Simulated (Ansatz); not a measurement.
Base system: CdS in the zinc blende structure (space group F-43m, No. 216; a = 5.878 Å). Axes: x, y, z lie along the cube axes.

Structures relaxed with r2SCAN, PAW, 500 eV (Ansatz, a first-principles code; spin-orbit coupling left out).

Base:

Simulated powder pattern, Cu Kα1, λ = 1.54056 Å (kinematic, ideal powder, no thermal factors, no anomalous dispersion; the 8 strongest lines at most, above 2 %, up to 2θ = 90°):

```
2θ (°)  I/Imax (%)    hkl
------  ----------  -----
26.24          100  (111)
30.39           23  (200)
43.51           56  (220)
51.53           44  (311)
63.23          8.7  (400)
69.67           17  (331)
79.89           18  (422)
85.84           13  (511)
```

After one change:

Simulated powder pattern, Cu Kα1, λ = 1.54056 Å (kinematic, ideal powder, no thermal factors, no anomalous dispersion; the 8 strongest lines at most, above 2 %, up to 2θ = 90°):

```tsv
2θ (°)	I/Imax (%)
26.15	100
30.39	16
43.29	38
43.51	19
51.08	15
51.48	29
69.30	12
79.73	12
```

Task: What was done to the base?
A. uniaxial strain ε_zz = +1.50 %
B. uniaxial strain ε_zz = +3.00 %
C. uniaxial strain ε_zz = +1.00 %
D. uniaxial strain ε_zz = +2.00 %

Result: C, uniaxial strain ε_zz = +1.00 %. Its volume per atom is 25.64 Å³ against 25.38 Å³, and its space group is I-4m2 (No. 119).

Stability against distortions was not tested.
